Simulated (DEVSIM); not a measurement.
Structure: Mo/SiO2/p-Si capacitor, at 300 K.

Layer 1 from the left is SiO2, thickness (nm) 18.0. Layer 2 from the left is Si, thickness (nm) 750, Na (cm⁻³) 5.8e17.

Metal gate on the left, work function 4.6 eV. Fixed charge at the semiconductor interface 0 cm⁻² (in units of +e); no interface traps.

The device is made up for the run: typed textbook-type constants, with dimensions and the other settings drawn at random. Values at 300 K.

SiO2: gap (eV) 9, affinity (eV) 0.9, permittivity 3.9. Si: gap (eV) 1.124, affinity (eV) 4.05, permittivity 11.7, Nc (cm⁻³) 2.86e19, Nv (cm⁻³) 3.1e19.

Simulated with DEVSIM: 1D Poisson equation in equilibrium, Boltzmann statistics, complete ionisation; no quantum confinement or tunnelling. Metal contacts follow the ideal Schottky-Mott rule: no Fermi-level pinning, no interface dipoles.

Problem. What does the simulation give for the flat-band voltage, the minimum of the low-frequency capacitance?

Solution. flat-band voltage -0.47 V; minimum of the low-frequency capacitance 0.110 μF/cm².
